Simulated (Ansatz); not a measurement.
# Sr2IrO4: O → Se

Start from Sr₂IrO₄ (space group I4/mmm, No. 139; a = 3.8919 Å, c = 12.5403 Å; a cell from a computed database, its experimental status unchecked).

Perturbation: every O is replaced by Se; the structure is relaxed again.

Computed with PBEsol (Ansatz, a program for electronic structure), no spin-orbit coupling. Settings: 14×14×14 k-points, 0.05 eV Fermi–Dirac smearing, for the changed cell.

The volume per atom increases by 12.35 Å³, from 13.57 Å³ to 25.92 Å³ and the density falls by 1.29 g/cm³ to 6.25 g/cm³. The lattice parameter a grows by 0.948 Å, from 3.892 Å to 4.840 Å and the c/a ratio drops by 0.023 to 3.199. The shortest interatomic distance increases by 0.474 Å, from 1.946 Å to 2.420 Å and the band gap remains zero.

Whether these cells are dynamically stable was not tested. As relaxed here, Sr2IrSe4 is a hypothetical phase, not in the database extracts checked. No Hubbard U is applied, and correlation can decide whether such a compound is a metal. The final runs are not spin-polarised. An odd electron count without spin: Sr2IrSe4 and Sr2IrO4. Sr2IrSe4 has a high density of states at the Fermi level and may be magnetic at this level.
